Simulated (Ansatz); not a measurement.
Take BP in the zinc blende structure (space group F-43m, No. 216; a = 4.537 Å) as the base.

Method: r2SCAN in Ansatz (plane waves to 500 eV, PAW, no SOC).

Base values:

- Hole mass = 0.24, 0.24, 0.32 mₑ (at Γ)
- Band gap = 1.41 eV

Now apply this change: an isotropic linear strain of +1.00 %, atoms relaxed at fixed cell.

Question: How does this affect the hole mass, band gap and energy relative to the base?

Answer: The hole mass (degenerate bands, along [100]) goes from 0.24, 0.24, 0.32 mₑ (at Γ) to 0.24, 0.24, 0.30 mₑ (at Γ); the band gap grows by 0.04 eV (1.41 eV → 1.45 eV); the energy goes up by 5.4 meV/atom.

Masses are band curvatures over ±0.01 Å⁻¹ around the edge. No phonon test of stability was made.

Ansatz is a first-principles code.
